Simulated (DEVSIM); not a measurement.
Device: TaN/SiO2/n-InP capacitor, at 400 K.

Layer 1 from the left is SiO2, thickness (nm) 1.10. Layer 2 from the left is InP, thickness (nm) 5500, Nd (cm⁻³) 1.3e16.

Metal gate on the left, work function 4.4 eV. Fixed charge at the semiconductor interface -6.7e11 cm⁻² (in units of +e); interface traps 1e10 cm⁻² eV⁻¹, uniform in energy, neutral level at 0.5 of the gap above the valence band.

Constants are typed, rounded textbook-type inputs, not results; the design itself was drawn at random and stands for no fabricated device. Values at 300 K; Nc and Nv go as T^1.5, mobilities as T to minus their exponent, the gap by Varshni's rule with the affinity fixed.

SiO2: gap (eV) 9, affinity (eV) 0.9, permittivity 3.9. InP: gap (eV) 1.344, affinity (eV) 4.38, permittivity 12.5, Nc (cm⁻³) 5.7e17, Nv (cm⁻³) 1.1e19, Varshni α (eV/K) 0.000363, Varshni β (K) 162.

Simulated with DEVSIM: 1D Poisson equation in equilibrium, Boltzmann statistics, complete ionisation; no quantum confinement or tunnelling. Metal contacts follow the ideal Schottky-Mott rule: no Fermi-level pinning, no interface dipoles.

### Question
What does the simulation give for the minimum of the low-frequency capacitance, the flat-band voltage, the threshold voltage (band bending 2φF)?

### Answer
minimum of the low-frequency capacitance 0.0410 μF/cm²; flat-band voltage -0.09 V; threshold voltage (band bending 2φF) -1.03 V.
